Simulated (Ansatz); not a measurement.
## Effective masses and thermopower of CdSe under load (space group I-4m2)

Given:

```yaml
crystal:
  lattice:
    - [0.00000, 3.24188, 2.79057]
    - [3.24188, 0.00000, 2.79057]
    - [3.24188, 3.24188, 0.00000]
  atoms:
    - { symbol: Cd, position: [0.00000, 0.00000, 0.00000] }
    - { symbol: Se, position: [0.75000, 0.75000, 0.75000] }
```

Calculation: r2SCAN with spin-orbit coupling, rigid bands (plane waves, PAW; Ansatz, a first-principles code). Condition of this run: biaxial stress xx = yy = -2 GPa (compression positive) (the target of the relaxation). How the cell was made: cell and atoms relaxed with r2SCAN, then loaded as said.

| Property | Value |
|---|---|
| band gap | 0.69 eV |
| electron conductivity mass (300 K, dilute) | 0.101 (x), 0.101 (y), 0.088 (z) mₑ |
| hole conductivity mass (300 K, dilute) | 0.74 (x), 0.74 (y), 0.21 (z) mₑ |
| effective density of states N_c (300 K) | 7.2e17 cm⁻³ |
| effective density of states N_v (300 K) | 7.6e18 cm⁻³ |
| density-of-states mass, electrons | 0.093 mₑ |
| density-of-states mass, holes | 0.45 mₑ |
| Seebeck coefficient, n-type 1e19 cm⁻³, 300 K | -63 μV/K |
| best n-type power factor at 300 K for τ = 10 fs (best axis; densities from 1e16 to 1e21 cm⁻³ tried, whether or not they can be reached) | 1.19 μW/(cm·K²) at 3e18 cm⁻³ |
| Seebeck coefficient, p-type 1e19 cm⁻³, 300 K | 221 μV/K |

Rigid bands; masses and Seebeck coefficients take one relaxation time τ for all states and one kind of carrier; polarons and phonon drag are left out.
